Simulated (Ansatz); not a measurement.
## TiBe$_{2}$ in the cubic Laves (MgCu2 type) structure (space group Fd-3m, No. 227; a cell from a computed database, its experimental status unchecked)

```
CELL_PARAMETERS angstrom
      0.00000     3.18550     3.18550
      3.18550     0.00000     3.18550
      3.18550     3.18550     0.00000
ATOMIC_POSITIONS crystal
  Ti 0.75000 0.75000 0.75000
  Ti 0.50000 0.50000 0.50000
  Be 0.12500 0.62500 0.12500
  Be 0.12500 0.12500 0.12500
  Be 0.62500 0.12500 0.12500
  Be 0.12500 0.12500 0.62500
```

All numbers come from Ansatz (a program for electronic structure), PBEsol, PAW, cutoff 420 eV, without spin-orbit coupling. Settings: 13×13×13 k-points, 0.05 eV Fermi–Dirac smearing.

The volume per atom is 10.77 Å³, the density is 3.38 g/cm³ and the band gap comes out as zero. The total energy is -885.035 eV/atom (σ→0; compares only within this code and set-up).

No phonon test of stability was made. The final runs are not spin-polarised. TiBe2 has a high density of states at the Fermi level and may be magnetic at this level.
